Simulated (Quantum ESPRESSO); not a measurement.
## Several settings converged on Be₃Ir (I4mm, 4 atoms in the cell)

```
Be3Ir
1.0
   -1.62345     1.62345     3.60744
    1.62345    -1.62345     3.60744
    1.62345     1.62345    -3.60744
Be Ir
3 1
Direct
  0.75000   0.25000   0.50000
  0.25000   0.75000   0.50000
  0.50693   0.50693   0.00000
  0.00000   0.00000   0.00000
```

Base method: LDA (PZ), GBRV 1.5 ultrasoft (LDA) pseudopotentials (plane waves; Quantum ESPRESSO 7.5).

Base settings: ecutwfc = 40 Ry; ecutrho = 320 Ry; occupations = smearing; smearing = fermi-dirac; degauss = 0.0073499 Ry; potentials = {Be: be_lda_v1.4.uspp.F.UPF, Ir: ir_lda_v1.2.uspp.F.UPF}; K_POINTS = automatic 7 7 7 0 0 0; conv_thr = 1e-10 Ry.

The count of work is k-points × plane waves × bands × iterations; it is no time. 

**The k-point mesh**

The second cell is the first with its lattice scaled by 0.98.

Only quantities that move along the ladder and can be compared are tabulated.

```csv
K_POINTS,free energy less the last step's (meV/atom),energy of the compressed cell less the first (meV/atom),pressure (GPa),largest difference of a force vector from the last step's (eV/Å),count of work / last
automatic 2 2 2 0 0 0,178.47,31.74,1.32,0.049,0.0074
automatic 4 4 4 0 0 0,-6.07,8.30,-4.70,0.004,0.024
automatic 6 6 6 0 0 0,-11.17,6.08,-5.30,0.004,0.047
automatic 7 7 7 0 0 0,7.85,7.90,-4.78,0.006,0.062
automatic 9 9 9 0 0 0,2.09,7.57,-4.88,0.002,0.12
automatic 20 20 20 0 0 0,0.00,6.91,-5.06,0.000,1.0
```

Coarsest K_POINTS that holds the forces within 0.01 eV/Å of the last step, with all finer ones: automatic 4 4 4 0 0 0, at 0.024 of the last step's count of work; the step before is off by 0.049 eV/Å.

Coarsest K_POINTS that holds the pressure within 1 GPa of the last step, with all finer ones: automatic 4 4 4 0 0 0, at 0.024 of the last step's count of work; the step before is off by 6.4 GPa.

Coarsest K_POINTS that holds the free energy within 5 meV/atom of the last step, with all finer ones: automatic 9 9 9 0 0 0, at 0.12 of the last step's count of work; the step before is off by 7.9 meV/atom.

**The k-point mesh at a smearing width of 0.05 eV**

In this ladder: degauss = 0.0036749 Ry.

The second cell is the first with its lattice scaled by 0.98.

Only quantities that move along the ladder and can be compared are tabulated.

| K_POINTS | free energy less the last step's (meV/atom) | energy of the compressed cell less the first (meV/atom) | pressure (GPa) | largest difference of a force vector from the last step's (eV/Å) | count of work / last |
|---|---|---|---|---|---|
| automatic 5 5 5 0 0 0 | 21.30 | 8.70 | -4.52 | 0.009 | 0.035 |
| automatic 7 7 7 0 0 0 | 9.97 | 7.90 | -4.76 | 0.008 | 0.078 |
| automatic 11 11 11 0 0 0 | -0.96 | 7.10 | -5.02 | 0.001 | 0.23 |
| automatic 16 16 16 0 0 0 | 0.22 | 6.99 | -5.03 | 0.001 | 0.63 |
| automatic 19 19 19 0 0 0 | 0.00 | 6.73 | -5.11 | 0.000 | 1.0 |

Coarsest K_POINTS that holds the forces within 0.005 eV/Å of the last step, with all finer ones: automatic 11 11 11 0 0 0, at 0.23 of the last step's count of work; the step before is off by 0.008 eV/Å.

Coarsest K_POINTS that holds the pressure within 0.2 GPa of the last step, with all finer ones: automatic 11 11 11 0 0 0, at 0.23 of the last step's count of work; the step before is off by 0.35 GPa.

Coarsest K_POINTS that holds the free energy within 5 meV/atom of the last step, with all finer ones: automatic 11 11 11 0 0 0, at 0.23 of the last step's count of work; the step before is off by 10.0 meV/atom.

**The number of bands**

The mesh stays at the base's, so the ladder's end is converged at best in this setting alone.

Only quantities that move along the ladder and can be compared are tabulated.

| nbnd | free energy less the last step's (meV/atom) | count of work / last |
|---|---|---|
| 14 | 1.00 | 0.36 |
| 16 | 0.00 | 0.38 |
| 18 | 0.00 | 0.39 |
| 46 | 0.00 | 1.0 |

Coarsest nbnd that holds the free energy within 0.5 meV/atom of the last step, with all finer ones: 16, at 0.38 of the last step's count of work; the step before is off by 1.0 meV/atom.

On the base run: the starting cell comes from a database of computed structures (which also holds hypothetical and non-ambient phases and stackings), without a prior relaxation at this level. Its lattice was rescaled by up to half a per cent. One atom was moved a little off its site on purpose. Spin polarisation is off. In the base run, with a pressure of about -5 GPa the cell is away from its equilibrium volume at this level.
